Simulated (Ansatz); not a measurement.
Defect calculation: H interstitial started on F in rock-salt LiF

These are PBE, PAW (plane waves to 420 eV; Ansatz, a quantum-chemistry and plane-wave program) values and carry that method's errors. Cell: 64 sites, 2×2×2; final energies on a 2×2×2 shifted mesh. Site at the start: bound to F, open side. Finite-size correction: monopole term and site-potential alignment. Dielectric constants: PBE linear response of the host. Host gap at this level: 8.83 eV. Finite-size and sampling errors can reach tenths of an eV here. Levels are measured in PBE's own, too narrow, gap. Spin–orbit coupling is left out. Each state is the lowest found from its start.

Formation energies E_f are given with the Fermi level at the valence-band maximum. Chemical conditions: F-rich (Δμ(H) = -2.74 eV, bounded by HF molecule; only phases computed here count, gases as isolated molecules at 0 K); Li-rich (Δμ(H) = -0.83 eV, bounded by LiH (Fm-3m); only phases computed here count, gases as isolated molecules at 0 K). Reference phases: H: H2 molecule in a box.

The name describes the start; the neighbours show where the added atom ended.

```csv
charge,moment (μB),point group,largest move off a lattice site (Å),neighbours of the added atom at the end (Å),image correction with alignment (eV),"E_f, F-rich (eV)","E_f, Li-rich (eV)"
+1,not spin-polarised,near D2h,0.41,"F 1.14, F 1.16, Li 1.84, Li 1.84",0.27,0.55,-1.36
0,1.0,Td,0.19,"Li 1.88, Li 1.88, Li 1.89, Li 1.89, F 1.94, F 1.94, F 1.95, F 1.95 (the shell may go on)",0.00,6.35,4.45
−1,not spin-polarised,Td,0.44,"Li 1.70, Li 1.70, Li 1.70, Li 1.70",0.20,11.20,9.30
```

Point groups are those of the whole cell at tolerances of 0.03 and 0.1 Å ("near" where only the looser one holds); none is given for unsettled states.

No other site or start that was run ended lower by more than 0.1 eV.

Transition levels above the valence-band maximum: ε(+1/0) = 5.81 eV; ε(0/−1) = 4.85 eV. On the lower envelope of the bound states, inside the gap: (+1/−1) at 5.33 eV; the others aren't thermodynamic.

Flagged in the runs: a doubtful potential alignment.
